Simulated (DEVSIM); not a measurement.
System: abrupt Ge n-p junction, at 300 K.

```tsv
layer (left to right)	material	thickness (μm)	Nd (cm⁻³)	Na (cm⁻³)	τn (s)	τp (s)
1	Ge	1.70	4.2e17	-	1.1e-7	1.1e-7
2	Ge	1.90	-	1.2e15	1.1e-7	1.1e-7
```

Left contact: ohmic. Right contact: ohmic. Voltage is applied to the left contact. Recombination: SRH at mid-gap, Auger. Mobility is μmin + (μ − μmin)/(1 + (N/Nref)^α).

Constants are typed, rounded textbook-type inputs, not results; the design itself was drawn at random and stands for no fabricated device. Values at 300 K.

```tsv
parameter	Ge
gap (eV)	0.664
affinity (eV)	4
permittivity	16
Nc (cm⁻³)	1.04e19
Nv (cm⁻³)	6e18
μn (cm²/Vs)	3900
μp (cm²/Vs)	1900
μn,min	150
μp,min	100
Nref,n	2.6e17
Nref,p	4e17
αn	0.56
αp	0.6
Cn (cm⁶/s)	1e-31
Cp (cm⁶/s)	1e-31
```

Model (solved in DEVSIM): 1D drift-diffusion, Boltzmann statistics, complete ionisation; no tunnelling, impact ionisation, image-force lowering or self-heating.

The doping Nd of layer 1 was swept, all else fixed.

| doping Nd of layer 1 (cm^-3) | largest field in the device at zero bias (V/cm) | potential step across the device at zero bias (V) |
|---|---|---|
| 1.3e16 | 8300 | 0.271 |
| 4.2e16 | 12000 | 0.301 |
| 1.3e17 | 18000 | 0.331 |
| 4.2e17 | 31000 | 0.361 |
| 1.3e18 | 53000 | 0.390 |
| 4.2e18 | 95000 | 0.420 |

From the first row to the last the largest field in the device at zero bias goes from 8300 to 95000. From the first row to the last the potential step across the device at zero bias goes from 0.271 to 0.420.
